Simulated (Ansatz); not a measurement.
PtSe2 in the 2H-MoS2 type structure (space group P6_3/mmc, No. 194; a hypothetical phase, not in the database extracts checked; layered, stacked along the Cartesian z axis)

```
PtSe2
1.0
    3.57086     0.00000     0.00000
   -1.78543     3.09246     0.00000
    0.00000     0.00000    10.96663
Pt Se
2 4
Direct
  0.33333   0.66667   0.75000
  0.66667   0.33333   0.25000
  0.33333   0.66667   0.11121
  0.66667   0.33333   0.61121
  0.66667   0.33333   0.88879
  0.33333   0.66667   0.38879
```

Computed with Kohn–Sham DFT with the PBE-D3(BJ) functional, run in Ansatz (a quantum-chemistry and plane-wave program) with PAW and 420 eV plane waves, without spin-orbit coupling. Γ-centred 15×15×5 mesh, Fermi–Dirac width 0.05 eV.

```yaml
volume_per_atom: 20.18 Å³
density: 9.68 g/cm³
band_gap: zero
total_energy: -7820.837 eV/atom (σ→0; compares only within this code and set-up)
```

Whether these cells are dynamically stable was not tested. All final runs are without spin polarisation. PtSe2 has a high density of states at the Fermi level and may be magnetic at this level.
